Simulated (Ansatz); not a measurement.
We consider CsPbCl₃ (within 0.1 Å of Pm-3m, No. 221, 5 atoms in the cell; start mp-675022), described by r²SCAN0 (PAW; Ansatz, a first-principles code).

Numerical settings: plane-wave cutoff 520 eV, 4×4×4 k mesh, Fermi–Dirac smearing 0.01 eV, scalar-relativistic PAW data made under PBE.

Cell (relaxed with PBEsol):

```yaml
crystal:
  lattice:
    - [3.97318, 2.29392, 3.24377]
    - [-3.97318, 2.29392, 3.24377]
    - [0.00000, -4.58784, 3.24377]
  atoms:
    - { symbol: Cs, position: [0.50000, 0.50000, 0.50000] }
    - { symbol: Pb, position: [0.00000, 0.00000, 0.00000] }
    - { symbol: Cl, position: [0.50000, 0.00017, 0.99983] }
    - { symbol: Cl, position: [0.99983, 0.50000, 0.00017] }
    - { symbol: Cl, position: [0.00017, 0.99983, 0.50000] }
```

Q: Estimate the band gap and Γ–Γ gap that the calculation returns.

A: 
band gap: 3.54 eV (on the SCF k mesh)
Γ–Γ gap: 8.23 eV

Note: cell and atoms aren't relaxed at this level (pressure 0.7 GPa).

Spin–orbit coupling is not included; with these elements it can move the gap by several tenths of an eV or more.

Computed values are for the static lattice.

Computing time: very roughly 7 core-minutes.

A start named mp-… is a Materials Project structure, which need not be a measured phase.
